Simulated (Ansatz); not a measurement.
Pressure series in MgSe

Base system: MgSe in the rock salt structure (space group Fm-3m, No. 225).

```
CELL_PARAMETERS angstrom
      0.00000     2.73611     2.73611
      2.73611     0.00000     2.73611
      2.73611     2.73611     0.00000
ATOMIC_POSITIONS crystal
  Se 0.00000 0.00000 0.00000
  Mg 0.50000 0.50000 0.50000
```

Cell and atoms are relaxed at each pressure.

Calculations: r2SCAN/PAW in Ansatz (a program for electronic structure), spin-orbit coupling left out.

Candidates:
(a) pressure 10 GPa
(b) pressure 1.5 GPa
(c) pressure 0.7 GPa
(d) pressure 5 GPa

Base values:

* **Smallest direct gap**: 3.44 eV

**Question.** Order them by smallest direct gap, highest first.

**Answer.** (a) pressure 10 GPa (4.36 eV), (d) pressure 5 GPa (3.93 eV), (b) pressure 1.5 GPa (3.60 eV), (c) pressure 0.7 GPa (3.51 eV)

Load acts through the strain it causes; cell and atoms are relaxed under it. No phonon test of stability was made. Competing high-pressure phases were not computed.
